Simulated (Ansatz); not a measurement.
## A computed series for TiC: response to strain

Consider TiC in the rock salt structure (space group Fm-3m, No. 225; relaxed with 0.1 eV smearing).

```
TiC
1.0
    0.00000     2.14668     2.14668
    2.14668     0.00000     2.14668
    2.14668     2.14668     0.00000
Ti C
1 1
Direct
  0.00000   0.00000   0.00000
  0.50000   0.50000   0.50000
```

Cartesian axes are those of the cell as printed.

Strains are applied to the cell and any free atomic positions relax; under biaxial strain the out-of-plane vector relaxes too.

Method: Ansatz (an electronic-structure program) PBEsol, scalar-relativistic without spin-orbit coupling.

Candidates:
(a) biaxial strain −0.28 %, plane normal [110], relaxed out of plane
(b) uniaxial strain ε_yy = +5.21 %
(c) uniaxial strain ε_zz = −4.51 %
(d) tensor shear ε_xz = −0.98 %

Notes on the quantities. energy relative to the base: free energy F.

Problem. Order them by energy relative to the base, highest first.

Solution. (c) uniaxial strain ε_zz = −4.51 % (+41 meV/atom), (b) uniaxial strain ε_yy = +5.21 % (+38 meV/atom), (d) tensor shear ε_xz = −0.98 % (+2.1 meV/atom), (a) biaxial strain −0.28 %, plane normal [110], relaxed out of plane (+0.3 meV/atom)

No phonon test of stability was made. The base started in Pnma and relaxed to Fm-3m at this level. The final runs are not spin-polarised.
